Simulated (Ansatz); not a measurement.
Si (model structure, I-43m, No. 217, 23 atoms in the cell) was calculated with HSE06 in Ansatz (PAW).

Numerical settings: plane-wave cutoff 460 eV, 4×4×4 k mesh, Fermi–Dirac smearing 0.01 eV, scalar-relativistic PAW data made under PBE.

Cell (relaxed with PBEsol):

```cif
data_Si46
_chemical_formula_sum 'Si46'
_space_group_name_H-M_alt 'I-43m'
_space_group_IT_number 217
_space_group_name_Hall 'I -4 2 3'
_cell_length_a 10.04115
_cell_length_b 10.04115
_cell_length_c 10.04115
_cell_angle_alpha 90.000
_cell_angle_beta 90.000
_cell_angle_gamma 90.000
loop_
_atom_site_label
_atom_site_type_symbol
_atom_site_symmetry_multiplicity
_atom_site_Wyckoff_symbol
_atom_site_fract_x
_atom_site_fract_y
_atom_site_fract_z
_atom_site_occupancy
Si1 Si 2 a 0.00000 0.00000 0.00000 1
Si2 Si 8 c 0.13562 0.13562 0.13562 1
Si3 Si 12 d 0.00000 0.25000 0.50000 1
Si4 Si 24 g 0.08451 0.08451 0.35687 1
```
(The calculation used a cell of 23 atoms; values per cell refer to that cell.)

What does this level give for the band gap, smallest direct gap on the k points sampled and Γ–Γ gap?


* **band gap**: 1.93 eV (indirect)
* **smallest direct gap on the k points sampled**: 2.06 eV
* **Γ–Γ gap**: 2.49 eV

Note: the relaxation could raise the start's symmetry but not lower it, so the cell can be a saddle point; cell and atoms aren't relaxed at this level (pressure 0.3 GPa).

Computed values are for the static lattice.

A model structure was made by putting elements into a prototype or built by hand; it is no filed structure, need not be a known phase, and can be a saddle point held by its symmetry.

Ansatz is a quantum-chemistry and plane-wave program.
